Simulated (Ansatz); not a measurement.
The starting structures come from a database of crystals and need not be the phases stable at ambient conditions.

Tunnelling through a barrier is set by its complex band structure: the current falls as exp(−2κd) with the smallest κ.

Input:

```
CELL_PARAMETERS angstrom
      3.96375     0.00000     0.00000
     -1.98188     3.43271     0.00000
      1.98187     1.14424     6.43081
ATOMIC_POSITIONS crystal
  Ga 0.12926 0.56463 0.30611
  Ga 0.87074 0.43537 0.69389
  P  0.88523 0.94261 0.17216
  P  0.11477 0.05739 0.82784
```

Space group of this cell: R-3m. The cell is strained (lengths across the current scaled by 1.02, ions clamped); by r2SCAN its mean pressure is -4.7 GPa.

Transport runs along the normal of the first two printed cell vectors, the (001) (indices of the unstrained crystal) plane of the conventional cell.

The gap is the functional's own. No spin-orbit coupling. Mid-gap values are interpolated on the energy grid.

**Question.** Compute, with r2SCAN (Ansatz, a first-principles code), the band gap and the smallest decay constant κ at mid-gap.

**Answer.** Gap 1.15 eV on a 10×10×10 mesh; κ = 0.102 1/Å, at the zone centre.
